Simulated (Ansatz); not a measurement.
rock-salt ZrN (1 1 1) on cubic SrTiO3 (1 1 1) (film strained to the substrate, started from cuts of the bulks and a machine-learned relaxation; slabs Sr5Ti6O15 and N12Zr12, which can lie off the formulas)

A periodic stack without vacuum, rock-salt ZrN (1 1 1) on cubic SrTiO3 (1 1 1) (film strained to the substrate, started from cuts of the bulks and a machine-learned relaxation; slabs Sr5Ti6O15 and N12Zr12, which can lie off the formulas): substrate slab Sr5Ti6O15, film N12Zr12, surface cells [[-1, 1], [-1, 0]] and [[-2, 1], [-1, -1]], film strained by -1.1 and -1.1 %, outermost planes Ti/Ti and N/Zr as cut, which need not be the usual terminations and can put a slab off its formula.

The start was prepared with a machine-learned potential, and the result is one local minimum, with the in-plane cell held and forces under 0.04 eV/Å; the film can end far from its bulk form.

The numbers are results of PBE (plane waves to 420 eV, PAW; Ansatz, an electronic-structure program), not measurements. Spin–orbit coupling is left out; the runs are not spin-polarised; PBE gaps are too small against experiment. Its k-point mesh 6×6×1, Fermi–Dirac width 0.05 eV.

The interface area is 26.8 Å². The period is 24.38 Å and the heights between the nearest atoms of the two slabs at the two interfaces is 1.20 and 2.77 Å. The Sr–Zr contacts across the interfaces within 1.22 times the sum of covalent radii comes out as 6, mean 4.02 Å and the Ti–Zr contacts across the interfaces within 1.22 times the sum of covalent radii is 6, mean 3.18 Å. The N–Sr contacts across the interfaces within 1.22 times the sum of covalent radii comes out as 3, mean 2.91 Å and the N–Ti contacts across the interfaces within 1.22 times the sum of covalent radii comes out as 3, mean 2.08 Å.

```
CELL_PARAMETERS angstrom
      5.56604    -0.00062    -0.12614
      2.78270     4.82112    -0.10084
      1.52335     1.81110    24.34071
ATOMIC_POSITIONS crystal
  Sr 0.51862 0.81781 0.10059
  Ti 0.18537 0.49829 0.05920
  O  0.98140 0.35652 0.09026
  O  0.05450 0.82296 0.09014
  O  0.52049 0.28391 0.09011
  Sr 0.18561 0.45230 0.19664
  Ti 0.85191 0.13626 0.14518
  O  0.70389 0.93735 0.18472
  O  0.66612 0.45529 0.18485
  O  0.18382 0.97540 0.18495
  Sr 0.85248 0.08827 0.28873
  Ti 0.51894 0.77090 0.24078
  O  0.35619 0.58706 0.27999
  O  0.34839 0.09036 0.28001
  O  0.85146 0.59524 0.27991
  Sr 0.51922 0.72405 0.38089
  Ti 0.18583 0.40553 0.33680
  O  0.99311 0.25078 0.37463
  O  0.04316 0.72678 0.37466
  O  0.51883 0.20119 0.37476
  Sr 0.18597 0.35805 0.47877
  Ti 0.85282 0.04052 0.43186
  O  0.72588 0.81338 0.46692
  O  0.63723 0.37008 0.46700
  O  0.19406 0.90218 0.46691
  Ti 0.51963 0.67735 0.52014
  N  0.50977 0.97155 0.56929
  N  0.21960 0.65051 0.56918
  N  0.83027 0.36067 0.56922
  N  0.51905 0.62570 0.67425
  N  0.18627 0.29318 0.67252
  N  0.85311 0.95904 0.67303
  N  0.51878 0.25516 0.78336
  N  0.18471 0.92275 0.78333
  N  0.85420 0.58929 0.78335
  N  0.51906 0.88533 0.89282
  N  0.18584 0.55210 0.89240
  N  0.85203 0.21911 0.89354
  Zr 0.52216 0.29758 0.61662
  Zr 0.17208 0.98964 0.61665
  Zr 0.86401 0.64808 0.61657
  Zr 0.52002 0.94338 0.72771
  Zr 0.18300 0.60817 0.72778
  Zr 0.85478 0.27198 0.72734
  Zr 0.52099 0.56922 0.83812
  Zr 0.18441 0.23650 0.83957
  Zr 0.85204 0.90522 0.83978
  Zr 0.51594 0.20360 0.94553
  Zr 0.18745 0.86416 0.94544
  Zr 0.85298 0.53592 0.94554
```
